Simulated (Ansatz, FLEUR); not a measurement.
## One structure in several programs: LaCu2 (P1, 3 atoms in the cell)

Self-consistent single point, at a second geometry (atoms moved at random). First geometry:

```xyz
3
Lattice="4.3003 0.0000 0.0000 -2.1501 3.7242 0.0000 0.0000 0.0000 3.8510" Properties=species:S:1:pos:R:3 pbc="T T T"
La     0.0000     0.0000     0.0000
Cu     0.0000     2.4828     1.9255
Cu     2.1501     1.2414     1.9255
```

Second geometry:
```
LaCu2
1.0
    4.30029     0.00000     0.00000
   -2.15015     3.72416     0.00000
    0.00000     0.00000     3.85096
La Cu
1 2
Direct
  0.98249   0.98191   0.98707
  0.35019   0.68310   0.50744
  0.66732   0.33500   0.50549
```

Shared settings, as Ansatz (a first-principles code) writes them: kpoints.mp_grid.grid = 9 9 9; scf.occupations.method = fermi_dirac; scf.occupations.width = 0.05 eV. Potentials and cutoffs stand in the table.

```tsv
code	model	ΔF from the first geometry (meV/atom)	largest force (eV/Å)	cutoff
FLEUR	LDA (Perdew-Zunger), all-electron FLAPW (FLEUR), scalar-relativistic valence	12.8	0.449	Kmax 3.8 1/bohr
Ansatz	LDA (PW92), PAW files made with PBE	12.7	0.448	default
```

Size of the force on each atom (eV/Å): Sizes of forces hide their directions.

| code | La1 | Cu2 | Cu3 |
|---|---|---|---|
| FLEUR | 0.449 | 0.443 | 0.125 |
| Ansatz | 0.448 | 0.432 | 0.122 |

On Ansatz's run: spin polarisation is off.

The spread over the programs that give each value: ΔF from the first geometry within 0.1 meV/atom; largest force within 0.001 eV/Å.

FLEUR treats all electrons, but the usual bases taken here (sphere radii, linearisation, local orbitals, empty states) were not tested for convergence, so the values are no reference for the others.

The starting cell comes from a database of computed structures (which also holds hypothetical and non-ambient phases and stackings), without a prior relaxation at this level. For this run, on top of that: atoms moved at random.

Keys are those of Ansatz 0.2.
